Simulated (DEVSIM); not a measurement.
System: TaN/SiO2/n-Si capacitor, at 300 K.

```
layer (left to right)  material  thickness (nm)  Nd (cm⁻³)
---------------------  --------  --------------  ---------
1                          SiO2            8.80          -
2                            Si             420     1.9e18
```

Metal gate on the left, work function 4.4 eV. Fixed charge at the semiconductor interface -2e10 cm⁻² (in units of +e); no interface traps.

This is a model device: material constants are rounded textbook-type values typed into the input, and sizes, dopings and lifetimes were drawn at random. Values at 300 K.

| parameter | SiO2 | Si |
|---|---|---|
| gap (eV) | 9 | 1.124 |
| affinity (eV) | 0.9 | 4.05 |
| permittivity | 3.9 | 11.7 |
| Nc (cm⁻³) | - | 2.86e19 |
| Nv (cm⁻³) | - | 3.1e19 |

DEVSIM, 1D Poisson equation in equilibrium, Boltzmann statistics, complete ionisation; no quantum confinement or tunnelling. Metal contacts follow the ideal Schottky-Mott rule: no Fermi-level pinning, no interface dipoles.

Base results: flat-band voltage (V) 0.29; minimum of the low-frequency capacitance (μF/cm²) 0.208; capacitance of the dielectric stack (μF/cm²) 0.392.

### Question
What follows from this one change: SiO2 thickness 0.0088 → 0.0075 μm?

### Answer
flat-band voltage little changed (0.29 V); minimum of the low-frequency capacitance 0.208 → 0.225 μF/cm²; capacitance of the dielectric stack 0.392 → 0.460 μF/cm².

### Question
What follows from this one change: gate work function 4.4 → 4.55 eV?

### Answer
flat-band voltage 0.29 → 0.44 V; minimum of the low-frequency capacitance little changed (0.209 μF/cm²); capacitance of the dielectric stack little changed (0.392 μF/cm²).
